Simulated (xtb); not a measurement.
xtb 6.7.1, GFN2-xTB: [SiH3]C[Si](Cl)(Cl)Cl, 11 atoms. The geometry is a generated start, not checked to be a minimum at this level.

| Quantity | Result |
|---|---|
| run flags | --grad |
| method | GFN2-xTB |
| --acc | 1 (default) |
| --etemp (K) | 300 (default) |
| basis functions | 59 |
| valence electrons | 38 |

```xyz
11

Si    -1.6655     0.1891     0.1752
C     -0.0327    -0.7897    -0.0599
Si     1.5458     0.2655    -0.1267
Cl     1.4554     1.5565    -1.6747
Cl     3.1872    -0.8968    -0.3838
Cl     1.7658     1.3123     1.5902
H     -1.6021     0.9228     1.4375
H     -1.8452     1.1096    -0.9442
H     -2.7612    -0.7823     0.2081
H      0.0578    -1.5099     0.7537
H     -0.1052    -1.3771    -0.9755
```

One run each on 1 thread. Values of broydamp tried: 0.02, 0.05, 0.1, 0.2, 0.4 (default), 0.6, 0.8, 1.

Problem. How does the count of SCC iterations change with broydamp, and where is it least?

Solution. Fewest SCC iterations, within one of each other: 0.6 with 14, 0.8 with 14. The count rises to 27 at 0.02. All converge to one solution.

```
broydamp       SCC iterations            end
-------------  --------------  -------------
0.02                       27  same solution
0.05                       24  same solution
0.1                        22  same solution
0.2                        18  same solution
0.4 (default)              16  same solution
0.6                        14  same solution
0.8                        14  same solution
1                          16  same solution
```
